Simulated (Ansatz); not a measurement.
Hypothetical R-3m Rh2O3, response to strain

Consider Rh₂O₃ in the Bi2Te3 type structure (space group R-3m, No. 166; a = 2.974 Å, c = 20.921 Å (hexagonal axes); a hypothetical phase, not in the database extracts checked; layered, stacked along the Cartesian z axis). Axes: x lies along a and z along c of the hexagonal cell.

Strains are applied to the cell and any free atomic positions relax; under biaxial strain the out-of-plane vector relaxes too; under stress the whole cell relaxes.

Method: r2SCAN+rVV10 in Ansatz (plane waves to 500 eV, PAW, no spin-orbit coupling).

```csv
case,band gap,volume per atom,width of the top valence band,hole mass,smallest direct gap
base,0.26 eV,10.69 Å³,0.93 eV,"0.93 mₑ along c, 0.73 mₑ across (at Γ)",0.91 eV
"biaxial strain −3.46 %, plane normal [001], relaxed out of plane",(withheld),10.43 Å³,0.66 eV,–,–
isotropic strain −1.73 %,0.34 eV,10.14 Å³,0.91 eV,"0.89 mₑ along c, 0.58 mₑ across (at Γ)",0.82 eV
isotropic strain −0.32 %,0.27 eV,10.58 Å³,0.92 eV,"0.92 mₑ along c, 0.70 mₑ across (at Γ)",0.89 eV
uniaxial strain ε_zz = +3.47 %,0.30 eV,11.06 Å³,0.86 eV,"0.98 mₑ along z, 0.86 mₑ across (at Γ)",0.87 eV
"uniaxial stress, 5 GPa compression along z",0.16 eV,10.33 Å³,1.10 eV,"0.97 mₑ along z, 0.63 mₑ across (at Γ)",1.08 eV
"uniaxial stress, 1 GPa compression along z",(withheld),10.59 Å³,0.97 eV,"0.93 mₑ along z, 0.69 mₑ across (at Γ)",0.95 eV
"uniaxial stress, 2 GPa tension along z",0.33 eV,10.98 Å³,0.83 eV,"0.96 mₑ along z, 0.84 mₑ across (at Γ)",0.83 eV
```

Task: What belongs in the blanks?

Result: 
- biaxial strain −3.46 %, plane normal [001], relaxed out of plane, band gap: 0.52 eV
- uniaxial stress, 1 GPa compression along z, band gap: 0.24 eV

Effective masses come from finite differences of ±0.01 Å⁻¹. Beyond what the load breaks, stability against distortions was not tested. The zero or small gap of Rh2O3 can change with the level of theory.

Ansatz is a quantum-chemistry and plane-wave program.
